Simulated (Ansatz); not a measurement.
```
Ir12Zn5S6
1.0
    3.84912     0.00003    -0.02430
   -0.00002     3.84920     0.00192
   -0.81484     0.97698    27.43351
S Zn Ir
6 5 12
Direct
  0.03196   0.42437   0.13932
  0.50542   0.95077   0.04132
  0.08280   0.37345   0.33785
  0.55739   0.89887   0.23866
  0.13381   0.32005   0.53652
  0.60812   0.84879   0.43713
  0.04453   0.91181   0.18848
  0.51892   0.43939   0.08849
  0.09527   0.86084   0.38689
  0.56985   0.38638   0.28768
  0.62218   0.33679   0.48644
  0.91477   0.53590   0.67554
  0.41828   0.03694   0.67537
  0.40211   0.56153   0.60654
  0.89471   0.04712   0.60650
  0.95311   0.49990   0.81787
  0.45260   0.00003   0.81744
  0.43596   0.52018   0.74633
  0.93287   0.01705   0.74622
  0.98724   0.46524   0.95529
  0.48875   0.96275   0.95869
  0.47027   0.48174   0.88860
  0.97120   0.98198   0.88949
```

The first 11 atoms are the substrate (ZnS-zb), the rest the film (Ir).

Computed with PBE (plane waves to 420 eV, PAW; Ansatz, an electronic-structure program). Scalar-relativistic, without spin–orbit coupling; the runs are not spin-polarised; PBE gaps are too small against experiment. Its k-point mesh 8×8×1, Fermi–Dirac width 0.05 eV.

Task: Describe the bonding at the interfaces and give the barriers.

Result: A periodic stack without vacuum, fcc Ir (0 0 1) on zinc-blende ZnS (0 0 1) (film strained to the substrate, started from cuts of the bulks and a machine-learned relaxation; slabs S6Zn5 and Ir12, which can lie off the formulas): substrate slab S6Zn5, film Ir12, surface cells [[1, 0], [1, 1]] and [[0, -1], [2, 1]], film strained by -0.6 and -0.6 %, outermost planes S/S and Ir/Ir as cut, which need not be the usual terminations and can put a slab off its formula.
| Item | Value |
|---|---|
| interface area | 14.8 Å² |
| period | 27.43 Å |
| heights between the nearest atoms of the two slabs at the two interfaces | 1.92 and 2.27 Å |
| Ir–S contacts across the interfaces within 1.22 times the sum of covalent radii | 3, mean 2.34 Å |
| hole barrier (PBE, at the middle of a substrate layer that carries a field) | 1.09 eV |
| electron barrier (PBE, at the middle of a substrate layer that carries a field) | 0.92 eV |
| slope of the mean potential energy in the substrate | -4.0 MV/cm × e |
